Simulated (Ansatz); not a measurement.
Reference: MgSe (Fm-3m), r2SCAN with spin-orbit coupling, rigid bands (plane waves, PAW; Ansatz, an electronic-structure program); geometry: cell and atoms relaxed with r2SCAN.

```
CELL_PARAMETERS angstrom
      0.00000     2.73608     2.73608
      2.73608     0.00000     2.73608
      2.73608     2.73608     0.00000
ATOMIC_POSITIONS crystal
  Mg 0.00000 0.00000 0.00000
  Se 0.50000 0.50000 0.50000
```

| Quantity | Result |
|---|---|
| band gap | 2.34 eV |
| electron conductivity mass | 0.31 mₑ |
| hole conductivity mass | 0.97 mₑ |
| Seebeck coefficient, n-type 1e19 cm⁻³ | -246 μV/K |

Question: Replace Se by S on the same sites and relax. What happens?

Answer: MgS (Fm-3m): volume per atom 20.5 to 17.6 Å³; band gap rises (2.34 eV to 3.43 eV); electron conductivity mass rises (0.31 mₑ to 0.37 mₑ); hole conductivity mass rises (0.97 mₑ to 1.22 mₑ); Seebeck coefficient, n-type 1e19 cm⁻³ rises in size (-246 μV/K to -265 μV/K).

Moves up to 5 % count as about the same. Masses are for dilute carriers at 300 K, harmonic means over directions unless an axis is named. Seebeck coefficients are for the stated density at 300 K, with one relaxation time for all states and whether or not that doping can be reached.
